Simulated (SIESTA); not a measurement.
SIESTA run on SrZnSbF (P1, 8 atoms in the cell): self-consistent single point.

Level of theory: LDA PW92, numerical atomic orbitals DZP, PseudoDojo LDA standard norm-conserving potentials (rewritten from UPF to PSML) run with SIESTA 5.4.2.

The change in words: atoms moved at random. Reference geometry:
```
SrZnSbF
1.0
    4.35454     0.00000     0.00000
    0.00000     4.35454     0.00000
    0.00000     0.00000     9.47616
Sr Zn Sb F
2 2 2 2
Cartesian
  0.00000   2.17727   8.15045
  2.17727   0.00000   1.32571
  2.17727   2.17727   4.73808
  0.00000   0.00000   4.73808
  0.00000   2.17727   3.04166
  2.17727   0.00000   6.43450
  2.17727   2.17727   0.00000
  0.00000   0.00000   0.00000
```

Reference input (self-consistent single point, DFT, LDA PW92, numerical atomic orbitals DZP, PseudoDojo LDA standard norm-conserving potentials (rewritten from UPF to PSML)): XC.functional = LDA; XC.authors = PW92; potentials = PseudoDojo LDA standard; PAO.BasisSize = DZP; PAO.EnergyShift = 0.01 Ry; MeshCutoff = 350 Ry; kgrid.MonkhorstPack = 5 5 3; OccupationFunction = MP; OccupationMPOrder = 0; ElectronicTemperature = 0.136 eV; MaxSCFIterations = 150; SCF.Mixer.Method = Pulay. This run's input differs from it in these lines:

```diff
@@ -20,10 +20,10 @@
 %block AtomicCoordinatesAndAtomicSpecies
-     0.000000000    0.500000000    1.871712102  1
-     0.500000000    0.000000000    0.304444277  1
-     0.500000000    0.500000000    1.088078190  2
-     0.000000000    0.000000000    1.088078190  2
-     0.000000000    0.500000000    0.698502675  3
-     0.500000000    0.000000000    1.477653705  3
-     0.500000000    0.500000000    0.000000000  4
-     0.000000000    0.000000000    0.000000000  4
+     0.003637000    0.489503000    1.866125908  1
+     0.487818000   -0.003358000    0.316232517  1
+     0.499306000    0.494618000    1.086073950  2
+     0.001002000   -0.001070000    1.087281716  2
+    -0.005799000    0.524990000    0.692748917  3
+     0.512271000    0.002073000    1.470139437  3
+     0.507556000    0.498255000    0.009448871  4
+    -0.005792000   -0.005012000    0.000419998  4
 %endblock AtomicCoordinatesAndAtomicSpecies
```

Log, with long lists cut:

```
        iscf     Eharris(eV)        E_KS(eV)     FreeEng(eV)     dDmax    Ef(eV) dHmax(eV)
   scf:    1   -19111.717643   -19375.231219   -19375.281703  1.547006 -0.922255 68.783459
   scf:    2   -19448.560048   -19492.971773   -19492.986031  1.011730 -4.377210 17.127713
   scf:    3   -19513.464804   -19506.139093   -19506.147429  0.746218 -3.610403  4.660900
   scf:    4   -19507.505398   -19507.181454   -19507.184703  0.202577 -3.259548  1.022408
   scf:    5   -19507.241572   -19507.214308   -19507.218436  0.020074 -3.213443  0.517463
   [... 5 lines left out ...]
   scf:   11   -19507.223936   -19507.223949   -19507.228803  0.000287 -3.187361  0.000352
   scf:   12   -19507.223947   -19507.223948   -19507.228804  0.000043 -3.187405  0.000192
   scf:   13   -19507.223948   -19507.223948   -19507.228804  0.000024 -3.187429  0.000128
   scf:   14   -19507.223948   -19507.223948   -19507.228804  0.000003 -3.187436  0.000065
SCF Convergence by DM+H criterion
max |DM_out - DM_in|         :     0.0000031459
max |H_out - H_in|      (eV) :     0.0000649973
SCF cycle converged after 14 iterations

Using DM_out to compute the final energy and forces

siesta: E_KS(eV) =           -19507.2239

siesta: E_KS - E_eggbox =    -19507.2239

siesta: Atomic forces (eV/Ang):
     1    0.018505    0.158462    0.255228
     2    0.187346    0.208663   -0.259110
     3   -0.075053    0.057309   -0.124482
     4    0.136150    0.228956   -0.080177
     5   -0.037903   -0.416519    0.500645
     6   -0.133864   -0.204670   -0.164627
     7   -0.137860   -0.035700   -0.114540
     8    0.043877    0.004048   -0.018919
   Tot    0.001198    0.000548   -0.005981
   Max    0.500645
   Res    0.192175    sqrt( Sum f_i^2 / 3N )
   Max    0.500645    constrained

   [... lines left out ...]
siesta: FreeEng =    -19507.228804
   [... lines left out ...]
siesta:     0.038034   -0.000415   -0.001848
siesta:    -0.000415    0.037324    0.002279
siesta:    -0.001848    0.002279    0.030076

siesta: Cell volume =        179.687122 Ang**3

siesta: Pressure (static):
siesta:                Solid            Molecule  Units
siesta:          -0.00038278         -0.00038838  Ry/Bohr**3
siesta:          -0.03514496         -0.03565981  eV/Ang**3
siesta:         -56.30844025        -57.13332113  kBar
```

The run converged in 14 iterations. Against the reference run the free energy goes up by 6.3 meV/atom, the pressure moves little (-5.59 to -5.63 GPa) and the largest force goes from 0.320 to 0.652 eV/Å.

The starting cell comes from a database of computed structures (which also holds hypothetical and non-ambient phases and stackings), without a prior relaxation at this level. For this run, on top of that: atoms moved at random. Values carry the incompleteness of an atom-centred basis. With a pressure of about -6 GPa the cell is away from its equilibrium volume at this level.

Cost on one core of a shared machine: roughly 40 s.
